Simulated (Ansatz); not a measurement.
# How far PBE and r2SCAN part for SiC, Re on a Si site

Consider a 16-atom supercell of SiC (space group P6_3mc, No. 186; a = 3.094 Å, c = 10.129 Å) at its relaxed geometry.

(Cell as relaxed with PBE.)

Levels (all Ansatz, a program for electronic structure, PAW, earlier PAW set): PBE (420 eV, no SOC); r2SCAN (500 eV, without spin-orbit coupling).

Each level relaxes its own structure.

The change: one Si atom is replaced by Re, atoms relaxed at fixed cell, starting from a slightly rattled geometry.

| quantity | PBE | r2SCAN |
|---|---|---|
| pressure | 7.4 GPa | (withheld) |
| largest displacement of a host atom from its site in the perfect cell | 0.15 Å | (withheld) |

Q: Predict the r2SCAN column.

A: 
- pressure, r2SCAN: 8.5 GPa
- largest displacement of a host atom from its site in the perfect cell, r2SCAN: 0.15 Å

PBE's pressure lies 1.03 GPa below r2SCAN's; the two agree on the largest displacement of a host atom from its site in the perfect cell. Neither level is exact; r2SCAN is the comparison here, not a measurement.

The magnetic state is the one reached from the starting moments; the real material's order can differ, and small cells can't hold many antiferromagnetic ones. In so small a cell the defect repeats every few ångströms: this is an ordered compound, not a dilute defect. The mesh was chosen for an insulator and is coarse for the gapless case. Seeded moments were not kept for Re on a Si site.
